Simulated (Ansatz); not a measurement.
The parent structure is TlBr in the CsCl type structure (space group Pm-3m, No. 221; a = 3.840 Å). Axes: x, y, z lie along the cube axes.

Computed with Kohn–Sham DFT with the LDA functional, run in Ansatz (an electronic-structure program) with PAW and 420 eV plane waves, no spin-orbit coupling.

Base values:

| Quantity | Result |
|---|---|
| Hole mass | 0.16 mₑ along k, 0.39 mₑ across (at X) |
| Electron mass | 0.12 mₑ along k, 0.19 mₑ across (at X) |

Now apply this change: biaxial strain −1.00 %, plane normal [001], relaxed out of plane (Cartesian); in-plane vectors clamped, the third vector and the atoms free.

What does the calculation give for the hole mass after the change?

The hole mass becomes 0.15 mₑ along k, 0.39 mₑ across (at X) (base: 0.16 mₑ along k, 0.39 mₑ across (at X)).

What does the calculation give for the electron mass after the change?

The electron mass becomes 0.11 mₑ along k, 0.18 mₑ across (at X) (base: 0.12 mₑ along k, 0.19 mₑ across (at X)).

Predict the new ratio −ε⊥/ε∥.

The ratio −ε⊥/ε∥ amounts to 1.01.

Spin-orbit coupling, missing from the scalar runs, can matter with Tl. The levels and masses belong to the bands next to the band gap. Masses are band curvatures over ±0.01 Å⁻¹ around the edge. Along k means along the line from Γ to the band edge. Stability against distortions was not tested.
